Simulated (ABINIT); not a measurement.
Input and output of a self-consistent single point for FeCo (Pm-3m, 2 atoms in the cell) (ABINIT).

Computed with PBEsol, norm-conserving pseudopotentials (PseudoDojo nc-sr-04 PBEsol standard) (plane waves; ABINIT 10.0.3).

```
CELL_PARAMETERS angstrom
      2.78225     0.00000     0.00000
      0.00000     2.78225     0.00000
      0.00000     0.00000     2.78225
ATOMIC_POSITIONS crystal
  Fe 0.00000 0.00000 0.00000
  Co 0.50000 0.50000 0.50000
```
Moments meant for the start (each program seeds them in its own way; μB, in the order of the atoms Fe Co): 4.0 3.0.

Reference input (self-consistent single point, DFT, PBE, plane waves, norm-conserving pseudopotentials (PseudoDojo nc-sr-05 PBE standard)): pseudos = [Fe.upf, Co.upf]; ecut = 48 Ha; ixc = 11; nsppol = 2; occopt = 3; tsmear = 0.00183747 Ha; ngkpt = 8 8 8; nshiftk = 1; shiftk = 0 0 0; potentials = PseudoDojo nc-sr-05 PBE standard; nband = 27; kptopt = 1. This run's input differs from it in these lines:

```diff
@@ -1,2 +1,2 @@
-# FeCo, PseudoDojo nc-sr-05 PBE standard
+# FeCo, PseudoDojo nc-sr-04 PBEsol standard
 pp_dirpath "./"
@@ -17,3 +17,3 @@
 ecut 48
-ixc 11
+ixc -116133
 nsppol 2
```

Its files differ too (potentials: PseudoDojo nc-sr-05 PBE standard → PseudoDojo nc-sr-04 PBEsol standard).

Log, with long lists cut:

```
--- !BeginCycle
solver: {iscf: 7, nstep: 100, nline: 4, wfoptalg: 0, }
tolerances: {toldfe: 1.00E-09, }
...

     iter   Etot(hartree)     deltaE(h) residm    vres2    magn
 ETOT  1  -277.86284260308    -2.78E+02 5.14E-01 2.92E+02 4.819
 ETOT  2  -276.23985986331     1.62E+00 1.81E-02 1.81E+04 4.273
 ETOT  3  -278.00394298781    -1.76E+00 6.87E-03 4.16E+02 4.540
 ETOT  4  -278.04814245642    -4.42E-02 3.12E-03 1.54E+01 4.542
 ETOT  5  -278.05028220233    -2.14E-03 2.38E-03 1.15E-01 4.526
   [... 4 lines left out ...]
 ETOT 10  -278.05031190094    -4.20E-08 1.34E-03 1.41E-04 4.542
 ETOT 11  -278.05031191422    -1.33E-08 9.00E-04 5.07E-07 4.542
 ETOT 12  -278.05031191428    -5.89E-11 1.30E-03 3.55E-08 4.542
 ETOT 13  -278.05031191427     9.89E-12 6.78E-04 9.68E-10 4.542
 At SCF step   13, etot is converged :
  for the second time, diff in etot=  9.891E-12 < toldfe=  1.000E-09

 Cartesian components of stress tensor (hartree/bohr^3)
  sigma(1 1)= -1.96016396E-04  sigma(3 2)=  0.00000000E+00
  sigma(2 2)= -1.96016396E-04  sigma(3 1)=  0.00000000E+00
  sigma(3 3)= -1.96016396E-04  sigma(2 1)=  0.00000000E+00

 Integrated electronic and magnetization densities in atomic spheres:
 Radius=ratsph(iatom), smearing ratsm=  0.0000. Diff(up-dn)=approximate z local magnetic moment.
 Atom    Radius    up_density   dn_density  Total(up+dn)  Diff(up-dn)
    1   2.00000     8.445730     5.658760     14.104490     2.786970
    2   2.00000     8.548069     6.743716     15.291784     1.804353
  Sum:             16.993798    12.402476     29.396274     4.591323
   [... lines left out ...]
 Total magnetization (from the atomic spheres):             4.591323
 Total magnetization (exact up - dn):                       4.542187
 Fermi (or HOMO) energy (hartree) =   0.49922   Average Vxc (hartree)=  -0.52954
 Fermi (or HOMO) energy (eV) =  13.58455   Average Vxc (eV)= -14.40944
   [... lines left out ...]
total_energy        : -2.78050311914266E+02
total_energy_eV     : -7.56613376989183E+03
band_energy         : -2.34671377357584E+01
...

-Cartesian components of stress tensor (GPa)         [Pressure=  5.7670E+00 GPa]
- sigma(1 1)= -5.76700051E+00  sigma(3 2)=  0.00000000E+00
- sigma(2 2)= -5.76700051E+00  sigma(3 1)=  0.00000000E+00
- sigma(3 3)= -5.76700051E+00  sigma(2 1)=  0.00000000E+00

 Calculation completed.
```

The run converged in 13 iterations. Against the reference run the pressure goes from 16.52 to 5.77 GPa and the size of the net moment hardly changes (2.28 to 2.27 μB/atom).

The starting cell comes from a database of computed structures (which also holds hypothetical and non-ambient phases and stackings), without a prior relaxation at this level. Its lattice was rescaled by a random factor within 2.5 % of one. The magnetic order is the one reached from the typed start; others were not searched systematically. With a pressure of about 6 GPa the cell is away from its equilibrium volume at this level.

Cost on one core of a shared machine: roughly 3 min.
